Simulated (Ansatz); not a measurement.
PbS: pressure series

The reference is PbS in the rock salt structure (space group Fm-3m, No. 225; a = 6.009 Å).

Cell and atoms are relaxed at each pressure.

Method: PBE, PAW, 420 eV (Ansatz, a quantum-chemistry and plane-wave program; scalar-relativistic without spin-orbit coupling), earlier PAW set.

Computed cases, in order: pressure −2 GPa; pressure −1 GPa; 0 GPa (base); pressure 3 GPa; pressure 50 GPa; pressure 75 GPa; pressure 100 GPa.

Question: Between which two neighbouring cases does the band gap open or close?

Answer: Between pressure 3 GPa (0.32 eV) and pressure 50 GPa (zero). The whole series: pressure −2 GPa: 0.63 eV; pressure −1 GPa: 0.56 eV; 0 GPa (base): 0.50 eV; pressure 3 GPa: 0.32 eV; pressure 50 GPa: zero; pressure 75 GPa: zero; pressure 100 GPa: zero.

The mesh was chosen for an insulator and is coarse for the gapless case. With Pb present, leaving out spin-orbit coupling can change the band edges. Load acts through the strain it causes; cell and atoms are relaxed under it. Stability against distortions was not tested. Competing high-pressure phases were not computed. All final runs are without spin polarisation. A zero or small gap of PbS under pressure 50 GPa can be the functional's error rather than a property of the material.
